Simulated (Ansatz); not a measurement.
This Ansatz (an electronic-structure program) input is the reference run, InP in the zinc blende structure (space group F-43m, No. 216), computed with r2SCAN in Ansatz (plane waves to 500 eV, PAW, no SOC):

Ansatz 0.2 input:
```yaml
crystal:
  lattice:
    - [0, 2.9535066079, 2.9535066079]
    - [2.9535066079, 0, 2.9535066079]
    - [2.9535066079, 2.9535066079, 0]
  atoms:
    - { symbol: P, position: [0.75, 0.75, 0.75] }
    - { symbol: In, position: [0, 0, 0] }
basis: { ecutwfc: 500, ecutrho_ratio: 4, xc_grid: 4, fft_grid_basis: typed }
kpoints: { mp_grid: { grid: [10, 10, 10] } }
hamiltonian:
  xc: r2scan
  dispersion: none
  pseudopotentials: { kind: paw }
scf: { occupations: { method: fermi_dirac, width: 0.05 }, convergence: { dr2_threshold: 0.0000000002 } }
output: { forces: true, stress: true }
checkpoint: { write: state.ck, write_every: 1000 }
```

Q: Write the input for this change: a free-standing slab of 3 layers (6 atoms, 2 a layer) is cut normal to [110], with 15 Å of vacuum and the in-plane cell held at bulk.

A: 
Ansatz 0.2 input:
```yaml
crystal:
  lattice:
    - [4.1768891015, 0, 0]
    - [0, 5.9070132158, 0]
    - [0, 0, 19.1768891015]
  atoms:
    - { symbol: P, position: [0.75, 0.5, 0.3910957591] }
    - { symbol: In, position: [0.25, 0.25, 0.3910957591] }
    - { symbol: P, position: [1.25, 1, 0.5] }
    - { symbol: In, position: [0.75, 0.75, 0.5] }
    - { symbol: P, position: [1.75, 1.5, 0.6089042409] }
    - { symbol: In, position: [1.25, 1.25, 0.6089042409] }
basis: { ecutwfc: 500, ecutrho_ratio: 4, xc_grid: 4, fft_grid_basis: typed }
kpoints: { mp_grid: { grid: [8, 6, 1] } }
hamiltonian:
  xc: r2scan
  dispersion: none
  pseudopotentials: { kind: paw }
scf: { occupations: { method: fermi_dirac, width: 0.05 }, convergence: { dr2_threshold: 0.0000000006 } }
relax: { f_tol: 0.01, max_steps: 50 }
output: { forces: true, stress: true }
checkpoint: { write: state.ck, write_every: 1000 }
```
This is the input that was run; other choices of cell and start would serve too.

No phonon test of stability was made.
